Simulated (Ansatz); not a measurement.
Input:

```yaml
crystal:
  lattice:
    - [0.00000, 2.23127, 2.23127]
    - [2.23127, 0.00000, 2.23127]
    - [2.23127, 2.23127, 0.00000]
  atoms:
    - { symbol: N, position: [0.75000, 0.75000, 0.75000] }
    - { symbol: Ga, position: [0.00000, 0.00000, 0.00000] }
```

No spin polarisation.

Calculations: PBEsol/PAW in Ansatz (a first-principles code), without spin-orbit coupling. Γ-centred 13×13×13 mesh, Fermi–Dirac width 0.05 eV.

Task: Predict the hole mass and band gap.

Result: The hole mass (degenerate bands, along [100]) comes out as 0.17, 0.85, 0.85 mₑ (at Γ) and the band gap comes out as 1.85 eV.

The cells carry an imposed strain or load. Masses are band curvatures over ±0.01 Å⁻¹ around the edge. Stability against distortions was not tested. The cell was made from GaN in the zinc blende structure (space group F-43m, No. 216) by this change: isotropic strain −0.79 %. This is not the structure that GaN has at room temperature and ambient pressure.
